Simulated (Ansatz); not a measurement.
# LiH: pressure series

The reference is LiH in the rock salt structure (space group Fm-3m, No. 225; a = 4.0071 Å).

Cell and atoms are relaxed at each pressure.

All numbers come from PBE (Ansatz, an electronic-structure program, PAW, without spin-orbit coupling).

Two rows of this table had their results exchanged by mistake.

| pressure | volume per atom (Å³) | shortest distance (Å) | band gap |
|---|---|---|---|
| pressure −2 GPa | 7.48 | 1.955 | 2.93 eV |
| pressure −1 GPa | 8.28 | 2.023 | 3.01 eV |
| pressure 0.3 GPa | 7.98 | 1.998 | 2.98 eV |
| pressure 0.7 GPa | 7.89 | 1.991 | 2.97 eV |
| pressure 1.5 GPa | 7.74 | 1.978 | 2.95 eV |
| pressure 3 GPa | 8.55 | 2.045 | 3.03 eV |
| pressure 5 GPa | 7.18 | 1.929 | 2.89 eV |
| pressure 7.5 GPa | 6.86 | 1.900 | 2.84 eV |
| pressure 10 GPa | 6.60 | 1.875 | 2.80 eV |

Task: Which two?

Result: The rows for pressure −2 GPa and pressure 3 GPa: the volume has to fall steadily with pressure, so 8.55 Å³ belongs to pressure −2 GPa and 7.48 Å³ to pressure 3 GPa.

Load acts through the strain it causes; cell and atoms are relaxed under it. Stability against distortions was not tested. No other phases were tried under pressure.
